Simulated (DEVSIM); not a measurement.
Device: abrupt GaAs n-p junction, at 250 K.

| layer (left to right) | material | thickness (μm) | Nd (cm⁻³) | Na (cm⁻³) | τn (s) | τp (s) |
|---|---|---|---|---|---|---|
| 1 | GaAs | 47.0 | 3.2e16 | - | 7e-9 | 7e-9 |
| 2 | GaAs | 230 | - | 9.8e16 | 7e-9 | 7e-9 |

Left contact: ohmic. Right contact: ohmic. Voltage is applied to the left contact. Recombination: SRH at mid-gap, radiative. Mobility is μmin + (μ − μmin)/(1 + (N/Nref)^α).

Constants are typed, rounded textbook-type inputs, not results; the design itself was drawn at random and stands for no fabricated device. Values at 300 K; Nc and Nv go as T^1.5, mobilities as T to minus their exponent, the gap by Varshni's rule with the affinity fixed.

| parameter | GaAs |
|---|---|
| gap (eV) | 1.424 |
| affinity (eV) | 4.07 |
| permittivity | 12.9 |
| Nc (cm⁻³) | 4.7e17 |
| Nv (cm⁻³) | 9e18 |
| μn (cm²/Vs) | 8500 |
| μp (cm²/Vs) | 400 |
| μn,min | 500 |
| μp,min | 20 |
| Nref,n | 6e16 |
| Nref,p | 1.5e17 |
| αn | 0.39 |
| αp | 0.38 |
| T exponent of μn | 2.1 |
| T exponent of μp | 2.2 |
| B (cm³/s) | 2e-10 |
| Varshni α (eV/K) | 0.000541 |
| Varshni β (K) | 204 |

Simulated with DEVSIM: 1D drift-diffusion, Boltzmann statistics, complete ionisation; no tunnelling, impact ionisation, image-force lowering or self-heating.

The temperature was swept, all else fixed.

| temperature (K) | largest field in the device at zero bias (V/cm) | dark forward voltage at 1 A/cm² (V) | potential step across the device at zero bias (V) |
|---|---|---|---|
| 250 | 92000 | 1.152 | 1.303 |
| 300 | 90000 | 1.061 | 1.238 |
| 350 | 87000 | 0.967 | 1.170 |
| 400 | 84000 | (withheld) | 1.099 |
| 450 | 80000 | 0.773 | 1.026 |
| 500 | 77000 | 0.673 | 0.952 |

Problem. Complete the blanks.

Solution. 
- 400, dark forward voltage at 1 A/cm² (V): 0.871
